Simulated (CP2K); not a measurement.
Checking a run of CP2K on YIn (Pm-3m, 2 atoms in the cell). The aim is a self-consistent single point with DFT LDA (Pade form), GPW, TZVP-MOLOPT-SR-GTH basis, GTH-PADE potentials (GTH_POTENTIALS).

Cell that was meant: a = 3.8100 Å, b = 3.8100 Å, c = 3.8100 Å, α = 90.00°, β = 90.00°, γ = 90.00°.

Part of the input:

```
      &END MIXING
      &SMEAR ON
        METHOD GAUSSIAN
        SIGMA [eV] 1
      &END SMEAR
    &END SCF
    &KPOINTS
```

The program printed (abridged):

```
 GLOBAL| Method name                                                        CP2K
   [... lines left out ...]
                        No outer SCF

 Extrapolation method: initial_guess

 Number of electrons:                                                         24
 Number of occupied orbitals:                                                 12
 Number of molecular orbitals:                                                17

 Number of orbital functions:                                                 69
 Number of independent orbital functions:                                     69
 SCF WAVEFUNCTION OPTIMIZATION

  Step     Update method      Time    Convergence         Total energy    Change
     1 NoMix/Diag. 0.30E+00      -     2.18008584       -95.0603534708 -9.51E+01
     2 Broy./Diag. 0.30E+00      -     0.01895778       -95.5352193945 -4.75E-01
     3 Broy./Diag. 0.30E+00      -     0.03953246       -95.0619313801  4.73E-01
     4 Broy./Diag. 0.30E+00      -     0.00557864       -94.7900136616  2.72E-01
     5 Broy./Diag. 0.30E+00      -     0.00196489       -94.7871532898  2.86E-03
     6 Broy./Diag. 0.30E+00      -     0.00138367       -94.7969428345 -9.79E-03
     7 Broy./Diag. 0.30E+00      -     0.00019566       -94.7989832058 -2.04E-03
     8 Broy./Diag. 0.30E+00      -     0.00011791       -94.7988855429  9.77E-05
     9 Broy./Diag. 0.30E+00      -     0.00000953       -94.7988017468  8.38E-05
    10 Broy./Diag. 0.30E+00      -     0.00001576       -94.7987676259  3.41E-05
    11 Broy./Diag. 0.30E+00      -     0.00000033       -94.7987652031  2.42E-06
  *** SCF run converged in    11 steps ***

  Overlap energy of the core charge distribution:               0.00000000000000
  Self energy of the core charge distribution:               -161.81091720399954
  Core Hamiltonian energy:                                     43.46605278882110
  Hartree energy:                                              35.87553102842978
  Exchange-correlation energy:                                -12.29864006929857
  Smearing free energy correction:                             -0.03079174795088
  Fermi energy:                                                 0.28356620963481

  Total energy:                                               -94.79876520306038
  Total energy (extrapolated to sigma->0):                    -94.78336932908495

   [... lines left out ...]
 STRESS|                        x                   y                   z
 STRESS|      x       -5.06235877793E+04   2.41876738859E-04   2.41873947595E-04
 STRESS|      y        2.41876738859E-04  -5.06229742189E+04   2.41799569492E-04
 STRESS|      z        2.41873947595E-04   2.41799569492E-04  -5.06217999789E+04
 STRESS| 1/3 Trace                                            -5.06227873257E+04
```

Q: Can these results be used? Check the input.

A: The run is not sound. The fault is a smearing width that is far too large. A width of many tenths of an electronvolt moves electrons far across the Fermi level or the gap, and the free energy and its derivatives carry a large smearing term. To fix it, use a width small against the gap or band features. The run converged in 11 iterations without an error; against the sound input the free energy goes down by 196 meV/atom and the pressure goes from -6.51 to -5.06 GPa.

An input that runs soundly differs in these lines (not the only fix; some lines may just follow from the change or write a value another way):
```diff
-        SIGMA [eV] 1
+        SIGMA [eV] 0.1
```

With that input, the run converged in 11 iterations: free energy E − TS -2579.2142 eV; Fermi level (on the code's own zero) 7.81 eV; pressure -6.51 GPa (DFT LDA (Pade form), GPW, TZVP-MOLOPT-SR-GTH basis, GTH-PADE potentials (GTH_POTENTIALS)).

On the sound input: the starting cell comes from a database of published, mostly measured structures (it also holds non-ambient and calculated ones), without a prior relaxation at this level. Values carry the incompleteness of an atom-centred basis. With a pressure of about -7 GPa the cell is away from its equilibrium volume at this level.
